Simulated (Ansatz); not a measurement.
Consider the following.

End structure of H on the 1x1 (111) surface of fcc Al, one in a 2x2 cell, started at the site 'hollow Al-Al-Al over Al at depth 4.6 Å':

```
CELL_PARAMETERS angstrom
      5.71619     0.00000     0.00000
     -2.85810     4.95037     0.00000
      0.00000     0.00000    26.50000
ATOMIC_POSITIONS crystal
  Al 0.16667 0.33333 0.36842
  Al 0.16667 0.83333 0.36842
  Al 0.66667 0.33333 0.36842
  Al 0.66667 0.83333 0.36842
  Al 0.33333 0.16667 0.45674
  Al 0.33333 0.66667 0.45674
  Al 0.83333 0.16667 0.45674
  Al 0.83333 0.66667 0.45674
  Al 0.00140 0.00070 0.54426
  Al 0.00000 0.50000 0.54172
  Al 0.49930 0.00070 0.54426
  Al 0.49930 0.49860 0.54426
  Al 0.16199 0.33801 0.63131
  Al 0.16199 0.82398 0.63131
  Al 0.67602 0.33801 0.63131
  Al 0.66667 0.83333 0.63135
  H  0.33333 0.16667 0.66582
```

Set-up: 17 atoms, 7.0 Å thick at the start under the adsorbate (thin: gaps and levels are the slab's own); mesh 6x6x1; 0.1 eV smearing; dipole correction on; single point; on the structure that PBE left under its start's symmetry; no spin, no spin-orbit, no U, no dispersion correction. At the end it is bonded to 3 Al. In PBE this state lies 0.03 eV over the lowest of the starts that converged ('top Al').

A negative adsorption energy means that the adsorbate is more stable on the surface than in its reference.

Problem. What is the computed change of the step from the bottom to the top vacuum level, against the clean slab (r2SCAN, at the PBE geometry (Ansatz, a program for electronic structure))?

Solution. -0.14 eV

Problem. What is the computed work function of the top face (r2SCAN, at the PBE geometry)?

Solution. 3.97 eV

Problem. What is the computed change of the work function (r2SCAN, at the PBE geometry)?

Solution. -0.11 eV

Problem. Give the adsorption energy against ½ H2(g) at the same level at the level r2SCAN, at the PBE geometry.

Solution. 0.23 eV
